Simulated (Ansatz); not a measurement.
Worked example: relaxation of cell and atoms of LiPd7 (Fm-3m, 8 atoms in the cell) in Ansatz (an electronic-structure program).

Computed with PBEsol, PAW files made with PBE (plane waves; Ansatz).

```xyz
8
Lattice="0.0000 3.8857 3.8857 3.8857 0.0000 3.8857 3.8857 3.8857 0.0000" Properties=species:S:1:pos:R:3 pbc="T T T"
Li     0.0000     0.0000     0.0000
Pd     3.8857     3.8857     3.8857
Pd     1.9429     1.9429     0.0000
Pd     1.9429     1.9429     3.8857
Pd     0.0000     1.9429     1.9429
Pd     3.8857     1.9429     1.9429
Pd     1.9429     0.0000     1.9429
Pd     1.9429     3.8857     1.9429
```
Moments meant for the start (each program seeds them in its own way; μB, in the order of the atoms Li Pd Pd Pd Pd Pd Pd Pd): 0.0 1.0 1.0 1.0 1.0 1.0 1.0 1.0.

Reference input (self-consistent single point, DFT, PBEsol, plane waves, PAW files made with PBE): basis.ecutwfc = 420 eV; kpoints.mp_grid.grid = 5 5 5; hamiltonian.xc = pbesol; hamiltonian.pseudopotentials = {kind: paw} (the program's default PAW files); magnetization.spin_polarized = true; scf.occupations.method = fermi_dirac; scf.occupations.width = 0.136 eV. This run's input differs from it in these lines:

```diff
@@ -30,2 +30,4 @@
     width: 0.136
+relax:
+  cell: {}
 output:
```

Output, abridged:

```
   [... SCF lines of the steps left out ...]
relax step   1: F+E_penalty+E_count = -48551.47238869 eV  Δ(F+E_penalty+E_count) = +0.000e0 eV  max|allowed force component| = 5.953e-28 eV/Å  Δτ_max = 0.0000 Å  P = -4.562 GPa  Ω = 117.340 Å³  (17 SCF iters, dr2 threshold 1.00e-7 eV, accepted)
relax step   2: F+E_penalty+E_count = -48551.48506631 eV  Δ(F+E_penalty+E_count) = -1.268e-2 eV  max|allowed force component| = 1.458e-28 eV/Å  Δτ_max = 0.0000 Å  P = +4.446 GPa  Ω = 111.409 Å³  energy of the carried Pulay correction = +1.302e-3 eV  [...]
   [... lines left out ...]
relax step   4: F+E_penalty+E_count = -48551.52074926 eV  Δ(F+E_penalty+E_count) = -1.717e-4 eV  max|allowed force component| = 1.962e-28 eV/Å  Δτ_max = 0.0000 Å  P = -0.003 GPa  Ω = 114.093 Å³  energy of the carried Pulay correction = +7.046e-4 eV  [...]
relax step   5: F+E_penalty+E_count = -48551.51984141 eV  Δ(F+E_penalty+E_count) = +9.078e-4 eV  max|allowed force component| = 3.663e-28 eV/Å  Δτ_max = 0.0000 Å  P = +0.014 GPa  Ω = 114.093 Å³  stress off target by 1.40e-2 GPa  SCF on the basis [...]
basis re-selected at this cell: Δ(F+E_penalty+E_count) = +9.078e-4 eV, ΔP = +0.017 GPa vs the last step
the relaxation is at rest under the 48 symmetry operations that the run kept from its start: a minimum is not shown …
the relaxation's final electronic state is not compared with the one that a single-point calculation of its input finds at the relaxed geometry …
Magnetization: -0.0000 μB (64.5000 up, 64.5000 down)
   [... lines left out ...]
Absolute magnetization: 0.0000 μB (∫|ρ↑−ρ↓|, with the PAW one-centre terms)
Free energy (F): -48551.519841 eV
Fermi energy:    17.982948 eV
  cell:  # Å, volume = 114.0929 Å³
   [... lines left out ...]
    - { symbol: Pd, position: [0.4999999999999999, 0.4999999999999999, 0.0] }
    - { symbol: Pd, position: [0.4999999999999999, 0.0, 0.0] }
    - { symbol: Pd, position: [2.7755575615628914e-17, 0.4999999999999999, 0.49999999999999983] }
    - { symbol: Pd, position: [0.0, 0.4999999999999999, 0.0] }
    - { symbol: Pd, position: [0.4999999999999999, 2.7755575615628914e-17, 0.49999999999999983] }
```

The run converged.  The full log also holds: “iter 7 did not close the SCF: its close was put off for a magnetic moment that had not settled (scf_convergence_deferred on its scf_iter line)”. The full log also holds: “iter 8 did not close the SCF: its close was put off for a magnetic moment that had not settled (scf_convergence_deferred on its scf_iter line)”.

Summary of the result:
* **Free energy E − TS (on the zero of these files)**: -48551.5198 eV
* **Fermi level (on the code's own zero)**: 17.98 eV
* **Pressure**: 0.01 GPa
* **Size of the cell's spin moment**: 0.00 μB
* **Final cell**: a = b = c = 5.4441 Å, α = β = γ = 60.00°
* **Final volume per atom**: 14.26 Å³
* **Relaxation steps**: 5

The starting cell comes from a database of computed structures (which also holds hypothetical and non-ambient phases and stackings), without a prior relaxation at this level. The starting moments vanished: the run ended non-magnetic. The program warned that a starting moment was not kept. The relaxation keeps the symmetry of its start, so its end need not be a minimum. Ansatz's pressure includes its estimate of the finite-basis (Pulay) stress.

Cost on one core of a shared machine: roughly 70 s.

Keys are those of Ansatz 0.2.
